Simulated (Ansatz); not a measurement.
Start from BN (space group P6_3/mmc, No. 194; a = 2.506 Å, c = 6.615 Å; layered, stacked along the Cartesian z axis). Axes: x lies along a and z along c of the hexagonal cell.

The values are results of PBE-D3(BJ) (Ansatz, a quantum-chemistry and plane-wave program; PAW; 420 eV plane waves; without spin-orbit coupling), not measurements.

Before the change:

```
Property     Value
--------  --------
Pressure  0.00 GPa
```

Perturbation: the cell is stretched by 3.00 % along z with no lateral relaxation; the atoms relax in the strained cell.

### Question
Estimate the effect on the energy relative to the base and pressure.

### Answer
The energy grows by 0.7 meV/atom; the pressure (mean of the normal stresses, compression positive) goes from zero to -0.20 GPa.

No phonon test of stability was made.
